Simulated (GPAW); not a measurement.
Band structure of Yb (Fm-3m, 1 atom in the cell).

```yaml
crystal:
  lattice:
    - [0.00000, 2.73825, 2.73825]
    - [2.73825, 0.00000, 2.73825]
    - [2.73825, 2.73825, 0.00000]
  atoms:
    - { symbol: Yb, position: [0.00000, 0.00000, 0.00000] }
```

Level of theory: PBE, GPAW PAW datasets PBE (gpaw-data 1.0.1) (plane waves; GPAW).

Settings: mode = pw; ecut = 800 eV; xc = PBE; kpts = 8 8 8; mesh shift (steps) = 0 0 0; occupations.name = fermi-dirac; occupations.width = 0.1 eV; nbands = -9; symmetry.symmorphic = false; symmetry.tolerance = 0.0005; maxiter = 150; bandpath_npoints = 40.

The starting cell comes from a database of computed structures (which also holds hypothetical and non-ambient phases and stackings), without a prior relaxation at this level. Its lattice was rescaled by a random factor within 2.5 % of one. Spin-orbit coupling is off. Spin polarisation is off.

Levels in eV from the Fermi level, bands 9 to 16:
| point | 9 | 10 | 11 | 12 | 13 | 14 | 15 | 16 |
|---|---|---|---|---|---|---|---|---|
| Γ | -0.53 | -0.45 | -0.45 | -0.45 | 2.75 | 2.75 | 2.75 | 4.61 |
| X | -0.52 | -0.49 | -0.48 | -0.48 | 0.28 | 1.27 | 5.98 | 6.35 |
| W | -0.51 | -0.51 | -0.49 | 0.03 | 0.69 | 0.69 | 2.39 | 6.20 |
| K | -0.51 | -0.49 | -0.48 | -0.17 | 0.12 | 0.98 | 4.15 | 4.28 |
| L | -0.53 | -0.47 | -0.47 | -0.44 | 0.08 | 2.55 | 2.55 | 5.96 |
| U | -0.51 | -0.49 | -0.48 | -0.17 | 0.12 | 0.98 | 4.15 | 4.28 |

Bands cross the Fermi level along this path, so the cell is metallic at this level.
